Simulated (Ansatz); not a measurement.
Ansatz (an electronic-structure program) run on Sb (R-3m, 2 atoms in the cell): self-consistent single point.

Method of the run: PBEsol, default PAW files made with PBE (plane waves; Ansatz).

```
CELL_PARAMETERS angstrom
      3.97713    -2.16578     0.00000
      3.97713     2.16578     0.00000
      2.79774     0.00000     3.56101
ATOMIC_POSITIONS crystal
  Sb 0.23791 0.23791 0.23791
  Sb 0.76650 0.76650 0.76650
```

Reference input (self-consistent single point, DFT, PBEsol, plane waves, default PAW files made with PBE): basis.ecutwfc = 30.9 Ry; kpoints.mp_grid.grid = 9 9 9; hamiltonian.xc = pbesol; hamiltonian.pseudopotentials = {kind: paw} (the program's default PAW files); scf.occupations.method = fermi_dirac; scf.occupations.width = 0.0073 Ry. This run's input differs from it in these lines:

Ansatz 0.2 input:
```diff
@@ -10,3 +10,3 @@
 basis:
-  ecutwfc: 30.9 Ry
+  ecutwfc: 61.7 Ry
 kpoints:
```

Output (repeated stretches shortened):

```
SCF iter   1: F=—  HF=-12816.177045 eV  |F-HF|=—  |Δ(HF+E_count)|=         —  Δρ=2.69e-3  dr2=2.82e-3  ethr=1.77e-3  ⟨swp⟩=6.1  Hψ=8607  notcnv=0
all-band conjugate gradients solve this SCF's bands
preconditioner: auto → Kerker (q_TF=auto, 2.422 Å⁻¹)
SCF iter   2: F=—  HF=-12816.174593 eV  |F-HF|=—  |Δ(HF+E_count)|=   2.45e-3  Δρ=1.56e-3  dr2=9.46e-4  ethr=9.40e-6  ⟨swp⟩=2.6  Hψ=3171  notcnv=0
SCF iter   3: F=—  HF=-12816.174367 eV  |F-HF|=—  |Δ(HF+E_count)|=   2.26e-4  Δρ=3.33e-4  dr2=4.71e-5  ethr=3.15e-6  ⟨swp⟩=2.0  Hψ=2891  notcnv=0
SCF iter   4: F=—  HF=-12816.174359 eV  |F-HF|=—  |Δ(HF+E_count)|=   8.34e-6  Δρ=1.36e-4  dr2=1.46e-5  ethr=1.57e-7  ⟨swp⟩=2.0  Hψ=2893  notcnv=0
SCF iter   5: F=—  HF=-12816.174357 eV  |F-HF|=—  |Δ(HF+E_count)|=   1.36e-6  Δρ=6.59e-5  dr2=3.47e-6  ethr=4.86e-8  ⟨swp⟩=2.1  Hψ=2455  notcnv=0
SCF iter   6: F=—  HF=-12816.174357 eV  |F-HF|=—  |Δ(HF+E_count)|=   2.41e-7  Δρ=2.51e-5  dr2=4.60e-7  ethr=1.16e-8  ⟨swp⟩=2.0  Hψ=2043  notcnv=0
SCF iter   7: F=-12816.174357 eV  HF=-12816.174357 eV  |F-HF|=2.10e-8  |Δ(HF+E_count)|=   1.02e-7  Δρ=6.88e-6  dr2=2.71e-8  ethr=3.33e-10  ⟨swp⟩=6.6  Hψ=8423  notcnv=0
SCF 1 converged in 7 iterations: F = -12816.174357 eV  dr2 = 2.71e-8
Free energy (F): -12816.174357 eV
Internal energy: -12816.162586 eV  (E = F + TS)
E sigma→0 (E₀):  -12816.168471 eV
Entropy (-TS):   -0.011771 eV (-5.885 meV/atom)
Fermi energy:    9.619145 eV
--- Forces (eV/Å), atoms counted from 1 ---
  atom   1  Sb    -0.14455558    -0.00000000    -0.04787611
  atom   2  Sb     0.14455558     0.00000000     0.04787611
--- Stress (GPa, compression-positive) ---
       -1.738069       0.000000      -0.147716
        0.000000      -1.292059      -0.000000
       -0.147716      -0.000000      -1.340982
  P = ⅓ Tr σ = -1.4570 GPa (-14.570 kbar)
  The stress holds the Pulay correction. Without it, at fixed plane waves, as pw.x and ABINIT print it: P = -1.4574 GPa
```

The run converged in 7 iterations. Against the reference run the free energy goes down by 1.6 meV/atom, the pressure hardly changes (-1.45 to -1.46 GPa) and the largest force stays at 0.152 eV/Å.

The starting cell has typed, rounded lattice constants, without a prior relaxation at this level. Its lattice was rescaled by up to half a per cent. One atom was moved a little off its site on purpose. Ansatz's pressure includes its estimate of the finite-basis (Pulay) stress.
